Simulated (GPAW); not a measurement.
Input and output of a self-consistent single point for Hf2Ni (I4/mcm, 6 atoms in the cell) (GPAW).

Method of the run: LDA (Perdew-Wang 92), GPAW PAW datasets LDA (gpaw-data 1.0.1) (plane waves; GPAW).

```yaml
crystal:
  lattice:
    - [-3.17787, 3.17787, 2.61804]
    - [3.17787, -3.17787, 2.61804]
    - [3.17787, 3.17787, -2.61804]
  atoms:
    - { symbol: Hf, position: [0.83439, 0.66561, 0.50000] }
    - { symbol: Hf, position: [0.16561, 0.33439, 0.50000] }
    - { symbol: Hf, position: [0.66561, 0.16561, 0.83122] }
    - { symbol: Hf, position: [0.33439, 0.83439, 0.16878] }
    - { symbol: Ni, position: [0.75000, 0.75000, 0.00000] }
    - { symbol: Ni, position: [0.25000, 0.25000, 0.00000] }
```

Reference input (self-consistent single point, DFT PBEsol, plane waves, GPAW PAW datasets PBEsol (made by gpaw-setup)): mode = pw; ecut = 850 eV; xc = PBEsol; kpts = 6 6 6; mesh shift (steps) = 0 0 0; occupations.name = fermi-dirac; occupations.width = 0.1 eV; nbands = -14; convergence.density = 1e-05 e/electron; symmetry.symmorphic = false; symmetry.tolerance = 0.0005; maxiter = 100. This run's input differs from it in these lines:

```diff
@@ -17,3 +17,3 @@
 calc = GPAW(mode=PW(850),
-            xc='PBEsol',
+            xc='LDA',
             kpts={'size': (6, 6, 6), 'gamma': True},
```

Its files differ too (potentials: GPAW PAW datasets LDA (gpaw-data 1.0.1)).

Output (repeated stretches shortened):

```
     iter     time        total  log10-change:
                         energy   eigst   dens
iter:   1 --:--:--   -54.953218
iter:   2 --:--:--   -53.479071   -0.55  -1.41
iter:   3 --:--:--   -52.870226   -0.97  -1.45
iter:   4 --:--:--   -54.933166   -0.97  -1.52
iter:   5 --:--:--   -52.915775   -1.17  -1.58
iter:   6 --:--:--   -53.132078   -1.13  -1.79
iter:   7 --:--:--   -53.269944   -2.11  -1.75
iter:   8 --:--:--   -52.674735   -2.26  -1.73
iter:   9 --:--:--   -52.393921   -1.87  -2.03
iter:  10 --:--:--   -52.378879   -2.97  -2.41
iter:  11 --:--:--   -52.373906c  -3.89  -2.87
iter:  12 --:--:--   -52.374069c  -4.25  -3.21
   [... lines left out ...]
iter:  20 --:--:--   -52.373556c  -6.50  -4.18
iter:  21 --:--:--   -52.373551c  -8.06c -4.18
iter:  22 --:--:--   -52.373543c  -7.27  -4.25
iter:  23 --:--:--   -52.373543c  -7.37  -4.39
iter:  24 --:--:--   -52.373537c  -7.78c -4.39
iter:  25 --:--:--   -52.373540c  -7.25  -4.54
iter:  26 --:--:--   -52.373540c  -8.56c -4.61
iter:  27 --:--:--   -52.373541c  -8.31c -4.65
iter:  28 --:--:--   -52.373543c  -9.06c -4.74
iter:  29 --:--:--   -52.373540c  -7.57c -4.77
iter:  30 --:--:--   -52.373541c  -9.34c -4.83
iter:  31 --:--:--   -52.373544c  -8.32c -4.94
iter:  32 --:--:--   -52.373544c  -9.02c -5.11c
Converged after 32 iterations.

Dipole moment: (-0.000000, -0.000000, 0.000000) |e|*Ang

Energy contributions relative to reference atoms: (reference = -1721166.505693)

Kinetic:        +22.328197
Potential:      -19.143591
External:        +0.000000
XC:             -53.753074
Entropy (-ST):   -0.204089
Local:           -1.703032
SIC:             +0.000000
--------------------------
Free energy:    -52.475589
Extrapolated:   -52.373544

Showing only first 2 kpts
 Kpt  Band  Eigenvalues  Occupancy
  0    38      9.49353    1.82404
  0    39      9.68626    1.20278
  0    40      9.84069    0.48721
  0    41      9.99898    0.12407

  1    38      9.57936    1.62921
  1    39      9.63800    1.41936
  1    40      9.78167    0.73507
  1    41      9.96357    0.17226

Fermi level: 9.72739

No gap
   [... lines left out ...]
  0 Hf   -0.03304    0.03304    0.00000
  1 Hf    0.03304   -0.03304    0.00000
  2 Hf   -0.03304   -0.03304   -0.00000
  3 Hf    0.03304    0.03304    0.00000
  4 Ni    0.00000    0.00000    0.00000
  5 Ni    0.00000    0.00000    0.00000

Stress tensor:
     0.040731     0.000000    -0.000000
     0.000000     0.040731    -0.000000
    -0.000000    -0.000000     0.046746
Stress (GPa, Voigt): [ 6.5258  6.5258  7.4895 -0.     -0.      0.    ]
```

The run converged in 32 iterations. GPAW prints stress with tension positive. Against the reference run the pressure goes from -1.65 to -6.85 GPa and the largest force goes from 0.104 to 0.047 eV/Å.

The starting cell comes from a database of computed structures (which also holds hypothetical and non-ambient phases and stackings), without a prior relaxation at this level. Spin polarisation is off. With a pressure of about -7 GPa the cell is away from its equilibrium volume at this level.

Cost on one core of a shared machine: roughly 5 min.
